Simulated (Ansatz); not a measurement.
A computed series for AlN: response to strain

Consider AlN in the zinc blende structure (space group F-43m, No. 216; a = 4.378 Å). Axes: x, y, z lie along the cube axes.

Strains are applied to the cell and any free atomic positions relax; under biaxial strain the out-of-plane vector relaxes too; under stress the whole cell relaxes.

Method: PBEsol (Ansatz, a first-principles code), no spin-orbit coupling.

```tsv
change	volume per atom	band gap	gap character
base	10.49 Å³	3.19 eV	indirect, Γ → X
biaxial strain +1.21 %, plane normal [001], relaxed out of plane	[?]	[?]	indirect, Γ → M
biaxial strain +2.21 %, plane normal [001], relaxed out of plane	10.67 Å³	[?]	indirect, Γ → M
biaxial strain +2.35 %, plane normal [111], relaxed out of plane	10.89 Å³	[?]	indirect, Γ → F
isotropic strain −1.26 %	10.10 Å³	3.21 eV	indirect, Γ → X
isotropic strain −1.17 %	10.12 Å³	3.21 eV	indirect, Γ → X
uniaxial strain ε_yy = −1.47 %	10.33 Å³	3.12 eV	indirect, Γ → M
tensor shear ε_yz = +3.77 %	10.47 Å³	2.69 eV	indirect, Γ → X
tensor shear ε_xy = −2.45 %	10.48 Å³	2.90 eV	indirect, Γ → X
uniaxial stress, 8 GPa compression along z	10.32 Å³	2.80 eV	indirect, Γ → M
```

### Question
Complete the table.

### Answer

- biaxial strain +1.21 %, plane normal [001], relaxed out of plane, volume per atom: 10.59 Å³
- biaxial strain +1.21 %, plane normal [001], relaxed out of plane, band gap: 3.05 eV
- biaxial strain +2.21 %, plane normal [001], relaxed out of plane, band gap: 2.94 eV
- biaxial strain +2.35 %, plane normal [111], relaxed out of plane, band gap: 2.99 eV

Beyond what the load breaks, stability against distortions was not tested. This is not the structure that AlN has at room temperature and ambient pressure. k-point labels follow each cell's own Brillouin zone.
